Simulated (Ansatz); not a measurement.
The reference is Ag in the hcp (Mg type) structure (space group P6_3/mmc, No. 194; a = 2.860 Å, c = 4.712 Å; relaxed with 0.1 eV smearing). Axes: x lies along a and z along c of the hexagonal cell.

All numbers come from PBEsol in Ansatz (plane waves to 420 eV, PAW, no spin-orbit coupling), earlier PAW set.

Base values:

The shortest interatomic distance comes out as 2.860 Å. The pressure is 0.0 GPa.

Modification: the symmetric strain tensor [-0.0101 0.0082 0.0087; 0.0082 -0.0116 0.0043; 0.0087 0.0043 0.0001], atoms relaxed at fixed cell.

Problem. Predict the new energy relative to the base, shortest interatomic distance and pressure.

Solution. The energy grows by 4.7 meV/atom; the shortest interatomic distance shrinks by 0.052 Å, from 2.860 Å to 2.808 Å; the pressure (mean of the normal stresses, compression positive) goes from zero to 2.8 GPa.

Stability against distortions was not tested. This is not the structure that Ag has at room temperature and ambient pressure.

Ansatz is a program for electronic structure.
